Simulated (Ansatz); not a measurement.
monolayer SnSe under biaxial strain: electron conductivity mass by PBE, rigid bands (plane waves, PAW, scalar-relativistic; Ansatz, a program for electronic structure). The unloaded cell, whose axes the loads refer to:

```
CELL_PARAMETERS angstrom
      4.29234     0.00000     0.00000
      0.00000     4.39260     0.00000
      0.00000     0.00000    19.02253
ATOMIC_POSITIONS crystal
  Sn 0.75000 0.91142 0.57213
  Sn 0.25000 0.41142 0.42787
  Se 0.25000 0.46318 0.57059
  Se 0.75000 0.96318 0.42941
```

```json
[
 {"biaxial strain (%)": "0", "electron conductivity mass (mₑ)": "0.145"},
 {"biaxial strain (%)": "1", "electron conductivity mass (mₑ)": "0.169"},
 {"biaxial strain (%)": "2", "electron conductivity mass (mₑ)": "?"},
 {"biaxial strain (%)": "3", "electron conductivity mass (mₑ)": "0.213"}
]
```

Fit a straight line to ln(electron conductivity mass) against the load over the rows given, and predict the row at 2 %.

The means are x̄ = 1.333 % and ȳ = -1.7518; Σ(x − x̄)(y − ȳ) = 0.5899 and Σ(x − x̄)² = 4.667, so the slope is 12.6 % per % of strain, and the rows given lie within 1.6 % of the line. At 2 % the line gives 0.189 mₑ; the calculation gives 0.191 mₑ, 1.2 % from it.

Masses are for dilute carriers at 300 K, harmonic means over directions unless an axis is named. Spin-orbit coupling is left out. The structure type is held at every load. Geometry: cell and atoms relaxed with PBE.
